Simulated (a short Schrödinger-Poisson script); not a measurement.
**Symmetric double-gate stack, SiO2 on p-type Si(100)**

Structure: symmetric double-gate stack, SiO2 on p-type Si(100), at 300 K.

| layer | material | thickness (nm) | Na (cm⁻³) |
|---|---|---|---|
| 1 | SiO2 | 1.4 | - |
| 2 | Si | 2 | 7e15 |
| 3 | SiO2 | 1.4 | - |

The device is made up for the run: typed textbook-type constants, with dimensions and the other settings drawn at random. SiO2: permittivity 3.9, conduction-band edge (eV) 3.15, gap (eV) 9, electron mass (mₑ) 0.5. Si: permittivity 11.7, conduction-band edge (eV) 0, gap (eV) 1.124, Nv at 300 K (cm⁻³) 3.1e19.

Channel valleys (confinement mass, in-plane density-of-states mass, number): Δ2 0.916, 0.19, 2; Δ4 0.19, 0.417, 4. At the gates, both at one voltage, the conduction-band edge of layer 1 lies 3.39 eV − eVg above the Fermi level of the channel. Gaps are held at their typed values at every temperature. Mesh 0.03 nm at interfaces.

From a short Schrödinger-Poisson script (our own, NumPy): 1D Poisson equation in equilibrium, electrons quantum, Hartree (BenDaniel-Duke, 12 states a valley, the channel's in-plane mass for all, wave functions free to enter the dielectric), parabolic valleys, classical holes, full ionisation, no traps, pinning or gate leakage.

```csv
Vg (V),electrons (cm⁻²),C (μF/cm²),Δ2 E0 (meV),Δ2 E1 (meV),Δ4 E0 (meV),Δ4 E1 (meV)
-0.05,1.91e6,< 0.003,377.2,636.8,543.7,1340.5
0,1.32e7,< 0.003,327.2,586.8,493.7,1290.5
0.05,9.12e7,< 0.003,277.2,536.8,443.7,1240.5
0.1,6.30e8,0.00398,227.2,486.9,393.8,1190.6
0.15,4.33e9,0.0272,177.3,437.0,343.9,1140.7
0.2,2.89e10,0.174,128.2,387.9,294.8,1091.5
0.25,1.63e11,0.816,83.1,342.6,249.6,1046.2
0.3,5.86e11,1.92,48.7,307.7,215.0,1010.8
0.35,1.31e12,2.69,25.4,283.7,191.4,986.1
0.4,2.22e12,3.10,8.8,266.1,174.3,967.7
0.45,3.23e12,3.33,-4.2,251.9,160.8,952.6
0.5,4.29e12,3.47,-15.3,239.7,149.2,939.4
0.55,5.39e12,3.55,-25.1,228.7,138.9,927.4
0.6,6.51e12,3.62,-34.1,218.5,129.4,916.1
0.65,7.64e12,3.66,-42.5,208.9,120.4,905.5
0.7,8.79e12,3.70,-50.5,199.7,112.0,895.3
0.75,9.95e12,3.73,-58.0,190.9,103.9,885.4
0.8,1.11e13,3.76,-65.3,182.5,96.1,875.9
0.85,1.23e13,3.79,-72.3,174.3,88.6,866.6
0.9,1.35e13,3.82,-78.9,166.4,81.4,857.6
0.95,1.47e13,3.85,-85.3,158.8,74.5,849.0
```

Subbands count from the Fermi level. The capacitance is that of both gates.
